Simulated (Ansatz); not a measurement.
# Cs2NaBiF6: uniaxial stress, 2 GPa compression along x

Base system: Cs$_{2}$NaBiF$_{6}$ (space group Fm-3m, No. 225; a = 9.152 Å). Axes: x, y, z lie along the cube axes.

One thing is altered: uniaxial stress, 2 GPa compression along x, with the cell and atoms free to relax against it.

The values are results of PBEsol, PAW, 420 eV (Ansatz, a program for electronic structure; spin-orbit coupling left out), earlier PAW set, not measurements. k-mesh 6×6×6 (Γ-centred); smearing 0.05 eV (Fermi–Dirac).

```csv
quantity,base,changed,shift
volume per atom,19.16 Å³,18.89 Å³,-0.279 Å³
space group,Fm-3m (No. 225),I4/mmm (No. 139),–
shortest interatomic distance,2.260 Å,2.198 Å,-0.062 Å
energy relative to the base (free energy F),0 meV/atom,+3.5 meV/atom,+3.5 meV/atom
band gap,4.97 eV,4.92 eV,-0.05 eV
gap character,–,"indirect, M → Γ–X (20 % along)",–
"valley order (the lowest conduction-band minima on the path, energy above the VBM, named in the base's zone)","a point along ⟨100⟩, about 0.1 Å⁻¹ from Γ 4.97 eV; a point along ⟨111⟩, about 0.1 Å⁻¹ from Γ 4.97 eV; a point along ⟨110⟩, about 0.1 Å⁻¹ from Γ 4.97 eV","a point along [001], about 0.1 Å⁻¹ from Γ 4.92 eV; a point along [011], about 0.1 Å⁻¹ from Γ 4.92 eV",–
"strain response (xx, yy, zz)",–,"(−3.14, +0.87, +0.87) %",–
secant Young's modulus along x,–,63 GPa,–
mean lateral Poisson ratio,–,0.28,–
```

Final structure:

```
CELL_PARAMETERS angstrom
      0.00000     4.61568     4.61568
      4.43237     0.00000     4.61568
      4.43237     4.61568     0.00000
ATOMIC_POSITIONS crystal
  Cs 0.25000 0.25000 0.25000
  Cs 0.75000 0.75000 0.75000
  Na 0.50000 0.50000 0.50000
  Bi 0.00000 0.00000 0.00000
  F  0.24547 0.24547 0.75453
  F  0.75453 0.75453 0.24547
  F  0.74795 0.25205 0.25205
  F  0.25205 0.74795 0.74795
  F  0.24547 0.75453 0.24547
  F  0.75453 0.24547 0.75453
```

Spin-orbit coupling, missing from the scalar runs, can matter with Bi. Beyond what the load breaks, stability against distortions was not tested. k-point labels follow each cell's own Brillouin zone.
